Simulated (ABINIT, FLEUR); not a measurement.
An ABINIT input for a self-consistent single point of NbZn3 (Pm-3m, 4 atoms in the cell) (DFT, PBEsol, plane waves, PAW (JTH v2.0 PBE PAW, files made for PBE)):

```
# NbZn3, JTH v2.0 PBE PAW
pp_dirpath "./"
pseudos "Nb.GGA_PBE-JTH.xml, Zn.GGA_PBE-JTH.xml"
acell 3*1.0
rprim
         7.3887913528    0.0000000000    0.0000000000
         0.0000000000    7.3887913528    0.0000000000
         0.0000000000    0.0000000000    7.3887913528
natom 4
ntypat 2
znucl 41 30
typat 1 2 2 2
xred
         0.0000000000    0.0000000000    0.0000000000
         0.5000000000    0.0000000000    0.5000000000
         0.0000000000    0.5000000000    0.5000000000
         0.5000000000    0.5000000000    0.0000000000
ecut 60 Ry
pawecutdg 120 Ry
pawxcdev 0
ixc -116133
occopt 3
tsmear 0.1 eV
nband 33
kptopt 1
ngkpt 7 7 7
nshiftk 1
shiftk 0 0 0
nstep 50
tolvrs 1.0e-10
prtwf 0
prtden 0
enunit 1
```

Translate this input to FLEUR.

One input that does it (others would too):

Input of the input generator:

```
NbZn3 FLAPW
&input film=f /
7.3887913528 0.0000000000 0.0000000000
0.0000000000 7.3887913528 0.0000000000
0.0000000000 0.0000000000 7.3887913528
1.0
1.0 1.0 1.0

4
41 0.0000000000 0.0000000000 0.0000000000
30 0.5000000000 0.0000000000 0.5000000000
30 0.0000000000 0.5000000000 0.5000000000
30 0.5000000000 0.5000000000 0.0000000000

&comp jspins=1 /
&exco xctyp='PBEs' /
&kpt div1=7 div2=7 div3=7 /
&end /
```

```xml
<?xml version="1.0" encoding="UTF-8" standalone="no"?>
<fleurInput fleurInputVersion="0.39">
   <comment>
      NbZn3 FLAPW                                                                                         
   </comment>
   <calculationSetup>
      <cutoffs Kmax="4.1" Gmax="16.4" GmaxXC="16.4" numbands="0"/>
      <scfLoop itmax="80" minDistance="0.00001" maxIterBroyd="15" imix="Anderson" alpha="0.05" precondParam="0.0" spinf="2.0"/>
      <coreElectrons ctail="T" frcor="F" kcrel="0" coretail_lmax="0"/>
      <xcFunctional name="PBEs" relativisticCorrections="F"/>
      <magnetism jspins="1"/>
      <soc l_soc="F" theta="0.0" phi="0.0" spav="F"/>
      <expertModes spex="0" secvar="F"/>
      <geometryOptimization l_f="T" forcealpha="1.0" forcemix="BFGS" epsdisp="0.00001" epsforce="0.00001"/>
      <ldaU l_linMix="F" mixParam="0.05" spinf="1.0"/>
   </calculationSetup>
   <cell>
      <bzIntegration valenceElectrons="49.0" mode="hist" fermiSmearingEnergy="0.00367493">
         <kPointListSelection listName="default-1"/>
         <!-- k-points included here -->
         <xi:include xmlns:xi="http://www.w3.org/2001/XInclude" href="kpts.xml"> </xi:include>
      </bzIntegration>
      <!-- symmetry operations included here -->
      <xi:include xmlns:xi="http://www.w3.org/2001/XInclude" href="sym.xml"> </xi:include>
      <bulkLattice scale="1.0">
         <bravaisMatrix>
            <row-1>    7.3887913528000002     0.0000000000000000     0.0000000000000000</row-1>
            <row-2>    0.0000000000000000     7.3887913528000002     0.0000000000000000</row-2>
            <row-3>    0.0000000000000000     0.0000000000000000     7.3887913528000002</row-3>
         </bravaisMatrix>
      </bulkLattice>
   </cell>
   <atomSpecies>
      <species name="Niobium (Nb)" element="Nb" atomicNumber="41">
         <mtSphere radius="2.44" gridPoints="843" logIncrement="0.015"/>
         <atomicCutoffs lmax="10" lnonsphr="8"/>
         <electronConfig flipSpins="F">
            <coreConfig>(1s1/2) (2s1/2) (2p1/2) (2p3/2) (3s1/2) (3p1/2) (3p3/2) (3d3/2) (3d5/2)</coreConfig>
            <valenceConfig>(4s1/2) (4p1/2) (4p3/2) (5s1/2) (4d3/2) (4d5/2)</valenceConfig>
            <stateOccupation state="(5s1/2)" spinUp="0.5" spinDown="0.5"/>
            <stateOccupation state="(4d3/2)" spinUp="0.8" spinDown="0.8"/>
            <stateOccupation state="(4d5/2)" spinUp="1.2" spinDown="1.2"/>
         </electronConfig>
         <energyParameters s="5" p="5" d="4" f="4"/>
         <lo type="SCLO" l="0" n="4" eDeriv="0"/>
         <lo type="SCLO" l="1" n="4" eDeriv="0"/>
      </species>
      <species name="Zinc (Zn)" element="Zn" atomicNumber="30">
         <mtSphere radius="2.44" gridPoints="843" logIncrement="0.015"/>
         <atomicCutoffs lmax="10" lnonsphr="8"/>
         <electronConfig flipSpins="F">
            <coreConfig>(1s1/2) (2s1/2) (2p1/2) (2p3/2) (3s1/2) (3p1/2) (3p3/2)</coreConfig>
            <valenceConfig>(4s1/2) (3d3/2) (3d5/2)</valenceConfig>
         </electronConfig>
         <energyParameters s="4" p="4" d="3" f="4"/>
         <lo type="HELO" l="2" n="4" eDeriv="0"/>
      </species>
   </atomSpecies>
   <atomGroups>
      <atomGroup species="Niobium (Nb)">
         <relPos label="                   1">.0000000000 .0000000000 .0000000000</relPos>
         <force calculate="T" relaxXYZ="TTT"/>
      </atomGroup>
      <atomGroup species="Zinc (Zn)">
         <relPos label="                   2">1.000/2.000 .0000000000 1.000/2.000</relPos>
         <relPos label="                   3">.0000000000 1.000/2.000 1.000/2.000</relPos>
         <relPos label="                   4">1.000/2.000 1.000/2.000 .0000000000</relPos>
         <force calculate="T" relaxXYZ="TTT"/>
      </atomGroup>
   </atomGroups>
   <output dos="F" band="F" slice="F">
      <checks vchk="F" cdinf="F"/>
      <bandDOS minEnergy="-.5*Htr" maxEnergy="0.5*Htr" sigma="0.015" storeEVData="T"/>
      <vacuumDOS vacdos="F" integ="F" star="F" nstars="0" locx1="0.0" locy1="0.0" locx2="0.0" locy2="0.0" nstm="0" tworkf="0.0"/>
      <unfoldingBand unfoldBand="F" supercellX="1" supercellY="1" supercellZ="1"/>
      <plotting iplot="0" polar="F">
         <plot TwoD="T" vec1="  1.0  0.0  0.0" vec2="  0.0  1.0  0.0" vec3="  0.0  0.0  1.0" zero="  0.0  0.0  0.0" file="plot"/>
      </plotting>
      <chargeDensitySlicing numkpt="0" minEigenval="0.0" maxEigenval="0.0" nnne="0" pallst="F"/>
      <specialOutput eonly="F"/>
      <magneticCircularDichroism mcd="F" energyLo="-10.0" energyUp="0.0"/>
   </output>
  <!-- We include the file relax.xml here to enable relaxations (see documentation) -->
  <xi:include xmlns:xi="http://www.w3.org/2001/XInclude" href="relax.xml"> <xi:fallback/> </xi:include>
</fleurInput>
```

Basis settings and potentials, where a program has them, do not carry over. This input uses DFT, PBEsol, all-electron FLAPW (FLEUR), scalar-relativistic valence.

The starting cell comes from a database of computed structures (which also holds hypothetical and non-ambient phases and stackings), without a prior relaxation at this level.
